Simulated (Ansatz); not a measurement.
Input and output of a self-consistent single point for MoS2 (R3m, 3 atoms in the cell) (Ansatz, an electronic-structure program).

Method of the run: PBE (plane waves, PAW; Ansatz).

The change in words: lattice scaled by 0.98; basis.ecutwfc: 420 eV → 250 eV. Reference geometry:
```
CELL_PARAMETERS angstrom
      1.60011     0.92382     6.51451
     -1.60011     0.92382     6.51451
      0.00000    -1.84765     6.51451
ATOMIC_POSITIONS crystal
  Mo 0.00234 0.00234 0.00234
  S  0.41294 0.41294 0.41294
  S  0.25330 0.25330 0.25330
```

Reference input (self-consistent single point, DFT, PBE, plane waves, default PAW files): basis.ecutwfc = 420 eV; kpoints.mp_grid.grid = 9 9 9; hamiltonian.xc = pbe; hamiltonian.pseudopotentials = {kind: paw} (the program's default PAW files); scf.occupations.method = fermi_dirac; scf.occupations.width = 0.01 eV. This run's input differs from it in these lines:

Ansatz 0.2 input:
```diff
@@ -2,5 +2,5 @@
   lattice:
-    - [1.600111, 0.923824, 6.514510]
-    - [-1.600111, 0.923824, 6.514510]
-    - [0.000000, -1.847648, 6.514510]
+    - [1.568109, 0.905348, 6.384220]
+    - [-1.568109, 0.905348, 6.384220]
+    - [0.000000, -1.810695, 6.384220]
   atoms:
@@ -10,3 +10,3 @@
 basis:
-  ecutwfc: 420.0
+  ecutwfc: 250.0
 kpoints:
```

Output, abridged:

```
SCF iter   1: F=—  HF=-6761.954295 eV  |F-HF|=—  |Δ(HF+E_count)|=         —  Δρ=1.27e-2  dr2=3.16e-2  ethr=1.77e-3  ⟨swp⟩=6.0  Hψ=8089  notcnv=0
all-band conjugate gradients solve this SCF's bands
preconditioner: auto → none
SCF iter   2: F=—  HF=-6761.960166 eV  |F-HF|=—  |Δ(HF+E_count)|=   5.87e-3  Δρ=7.76e-3  dr2=5.37e-2  ethr=1.21e-4  ⟨swp⟩=2.5  Hψ=3612  notcnv=0
   [... lines left out ...]
SCF iter   5: F=—  HF=-6761.955937 eV  |F-HF|=—  |Δ(HF+E_count)|=   1.06e-4  Δρ=6.10e-4  dr2=3.22e-4  ethr=1.69e-5  ⟨swp⟩=2.2  Hψ=2064  notcnv=0
SCF iter   6: F=—  HF=-6761.955942 eV  |F-HF|=—  |Δ(HF+E_count)|=   5.27e-6  Δρ=1.91e-4  dr2=1.89e-5  ethr=1.24e-6  ⟨swp⟩=2.1  Hψ=1992  notcnv=0
SCF iter   7: F=—  HF=-6761.956097 eV  |F-HF|=—  |Δ(HF+E_count)|=   1.55e-4  Δρ=5.18e-5  dr2=6.41e-7  ethr=7.26e-8  ⟨swp⟩=2.3  Hψ=2086  notcnv=0
SCF iter   8: F=-6761.956098 eV  HF=-6761.956098 eV  |F-HF|=3.00e-9  |Δ(HF+E_count)|=   4.57e-7  Δρ=1.10e-5  dr2=4.33e-8  ethr=3.85e-10  ⟨swp⟩=3.3  Hψ=6200  notcnv=0
SCF 1 converged in 8 iterations: F = -6761.956098 eV  dr2 = 4.33e-8
Free energy (F): -6761.956098 eV
Internal energy: -6761.956098 eV  (E = F + TS)
E sigma→0 (E₀):  -6761.956098 eV
Fermi energy:    11.132032 eV
--- Forces (eV/Å), atoms counted from 1 ---
  atom   1  Mo     0.00000000    -0.00000004    -1.62834270
  atom   2  S      0.00000000     0.00000005     1.87589549
  atom   3  S     -0.00000000    -0.00000001    -0.24752316
--- Stress (GPa, compression-positive) ---
        7.955773       0.000000       0.000000
        0.000000       7.955773       0.000000
        0.000000       0.000000      10.576052
  P = ⅓ Tr σ = 8.8292 GPa (88.292 kbar)
  The stress holds the Pulay correction. Without it, at fixed plane waves, as pw.x and ABINIT print it: P = -4.8184 GPa
```

The run converged in 8 iterations. Against the reference run the free energy goes up by 271 meV/atom, the pressure goes from -0.48 to 8.83 GPa, the largest force goes from 1.447 to 1.876 eV/Å and the gap on the mesh hardly changes (1.040 to 1.049 eV).

The starting cell comes from a database of computed structures (which also holds hypothetical and non-ambient phases and stackings), without a prior relaxation at this level. Its lattice was rescaled by up to half a per cent. One atom was moved a little off its site on purpose. For this run, on top of that: lattice scaled by 0.98. Forces in this geometry exceed 1 eV/Å. Ansatz's pressure includes its estimate of the finite-basis (Pulay) stress. Without the estimate this run gives -4.82 GPa. The cutoff lies below the one recommended for these files.
